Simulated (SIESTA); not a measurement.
Band structure of WC (P-6m2, 2 atoms in the cell).

```
CELL_PARAMETERS angstrom
      2.84426     0.00000     0.00000
     -1.42213     2.46320     0.00000
      0.00000     0.00000     2.76902
ATOMIC_POSITIONS crystal
  W  0.00000 0.00000 0.00000
  C  0.66667 0.33333 0.50000
```

Level of theory: GGA PBE, numerical atomic orbitals TZP, PseudoDojo PBE standard norm-conserving potentials (rewritten from UPF to PSML) in SIESTA 5.4.2.

Settings: XC.functional = GGA; XC.authors = PBE; potentials = PseudoDojo PBE standard; PAO.BasisSize = TZP; PAO.EnergyShift = 0.01 Ry; MeshCutoff = 350 Ry; kgrid.MonkhorstPack = 9 9 8; OccupationFunction = FD; ElectronicTemperature = 1160.45 K; MaxSCFIterations = 150; SCF.Mixer.Method = Pulay; SCF.Mixer.Weight = 0.1; SCF.Mixer.History = 6; SCF.DM.Tolerance = 1.0E-04.

The starting cell comes from a database of computed structures (which also holds hypothetical and non-ambient phases and stackings), without a prior relaxation at this level. Its lattice was rescaled by a random factor within 2.5 % of one. Spin-orbit coupling is off. Spin polarisation is off. Values carry the incompleteness of an atom-centred basis.

Levels in eV from the Fermi level, bands 6 to 11:
```
point      6      7      8      9     10    11
-----  -----  -----  -----  -----  -----  ----
Γ      -4.87  -3.77  -3.77   0.21   3.40  3.40
M      -7.43  -4.03  -4.03  -0.44   2.41  4.83
K      -7.07  -4.89  -3.84   0.52   1.01  2.17
A      -9.22  -2.31  -2.31  -0.81  -0.81  4.05
L      -7.03  -4.83  -4.35   0.40   4.70  5.68
H      -7.94  -5.81  -1.66  -0.77   4.77  7.12
```

Bands cross the Fermi level along this path, so the cell is metallic at this level.

Higher empty bands are left out: an atom-centred basis made for the valence describes them poorly.
